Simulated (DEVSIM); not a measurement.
Device: abrupt GaAs p-n junction, at 250 K.

```tsv
layer (left to right)	material	thickness (μm)	Nd (cm⁻³)	Na (cm⁻³)	τn (s)	τp (s)
1	GaAs	0.890	-	1.5e15	6.4e-10	6.4e-10
2	GaAs	260	7.2e15	-	6.4e-10	1.9e-10
```

Left contact: ohmic. Right contact: ohmic. Voltage is applied to the left contact. Recombination: SRH at mid-gap. Mobility is constant in doping.

The device is made up for the run: typed textbook-type constants, with dimensions and the other settings drawn at random. Values at 300 K; Nc and Nv go as T^1.5, mobilities as T to minus their exponent, the gap by Varshni's rule with the affinity fixed.

```tsv
parameter	GaAs
gap (eV)	1.424
affinity (eV)	4.07
permittivity	12.9
Nc (cm⁻³)	4.7e17
Nv (cm⁻³)	9e18
μn (cm²/Vs)	8500
μp (cm²/Vs)	400
T exponent of μn	2.1
T exponent of μp	2.2
Varshni α (eV/K)	0.000541
Varshni β (K)	204
```

Model (solved in DEVSIM): 1D drift-diffusion, Boltzmann statistics, complete ionisation; no tunnelling, impact ionisation, image-force lowering or self-heating.

**Question.** Give the dark forward current.

**Answer.** 
```tsv
V (V)	J (A/cm²)
0.05	5.6e-12
0.15	7.9e-11
0.25	8.6e-10
0.35	9.4e-9
0.45	1.0e-7
0.55	1.1e-6
0.65	1.3e-5
0.75	0.00017
0.85	0.0035
0.95	0.16
1.00	1.3
1.10	21
1.20	61
1.30	110
1.40	160
1.50	210
1.60	260
1.70	310
1.80	370
1.90	420
```
